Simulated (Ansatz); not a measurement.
Consider TiB2 (space group P6/mmm, No. 191; a = 3.025 Å, c = 3.224 Å).

Method: r2SCAN in Ansatz (plane waves to 500 eV, PAW, spin-orbit coupling left out), earlier PAW set.

Base values:

```
Property               Value
-------------------  -------
Lattice parameter a  3.025 Å
```

One thing is altered: cell and atoms relaxed at a pressure of 1.8 GPa.

**Question.** How does this affect the lattice parameter a?

**Answer.** The lattice parameter a shrinks by 0.006 Å to 3.019 Å.

Load acts through the strain it causes; cell and atoms are relaxed under it. Stability against distortions was not tested. All final runs are without spin polarisation.

Ansatz is a first-principles code.
